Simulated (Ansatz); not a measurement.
Given:

```yaml
crystal:
  lattice:
    - [0.00000, 2.87443, 2.87443]
    - [2.87443, 0.00000, 2.87443]
    - [2.87443, 2.87443, 0.00000]
  atoms:
    - { symbol: Cd, position: [0.00000, 0.00000, 0.00000] }
    - { symbol: S, position: [0.25000, 0.25000, 0.25000] }
```

No spin polarisation.

Level of theory: PBE in Ansatz (plane waves to 420 eV, PAW, no spin-orbit coupling). k-mesh 10×10×10 (Γ-centred); smearing 0.05 eV (Fermi–Dirac).

Task: Predict the band gap and electron mass.

Result: 
```json
{
 "band_gap": "1.24 eV",
 "electron_mass": "0.13 mₑ (at Γ)"
}
```

The cells carry an imposed strain or load. Effective masses come from finite differences of ±0.01 Å⁻¹. Whether these cells are dynamically stable was not tested. The cell was made from CdS in the zinc blende structure (space group F-43m, No. 216) by this change: isotropic strain −3.00 %.

Ansatz is a program for electronic structure.
